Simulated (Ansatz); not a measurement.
The starting structures come from a database of crystals and need not be the phases stable at ambient conditions.

By PBEsol, the system below comes out a metal.

Crystal: MoP (P-6m2, not sure to be the ambient phase, 2 atoms a cell, 14.4 Å³ an atom, -4 GPa at this level); planes in its conventional cell.

Calculation: PBEsol (plane waves, PAW; Ansatz, a quantum-chemistry and plane-wave program).

Ballistic conductance counts the channels of both spins, as a mean over 0.1 eV about the Fermi level; spin-orbit coupling is left out.

```
plane  area (Å²)  G/A (10¹⁵ S/m²)
-----  ---------  ---------------
(001)        9.1             0.76
(100)       10.3       (withheld)
(110)       17.8       (withheld)
```

Task: Fill in the missing entries.

Result: 
- (100), G/A (10¹⁵ S/m²): 0.61
- (110), G/A (10¹⁵ S/m²): 0.62
